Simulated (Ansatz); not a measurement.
Base system: WSi2 (space group Fddd, No. 70; a = 4.557 Å, b = 7.874 Å, c = 8.915 Å; a hypothetical phase, not in the database extracts checked).

Now apply this change: the cell is scaled by 0.9889 in all directions, atoms relaxed at fixed cell.

Levels (all Ansatz, an electronic-structure program, PAW): PBEsol (420 eV, without spin-orbit coupling); r2SCAN (500 eV, no spin-orbit coupling).

The geometry is relaxed with PBEsol.

- PBEsol pressure: 8.3 GPa

With r2SCAN at the same geometry, the pressure rises by 0.7 GPa (8.3 GPa → 9.0 GPa).

Single points use the geometry relaxed with PBEsol. Their cutoffs differ, which shifts pressures a little. The cells carry an imposed strain or load. Whether these cells are dynamically stable was not tested. The final runs are not spin-polarised.
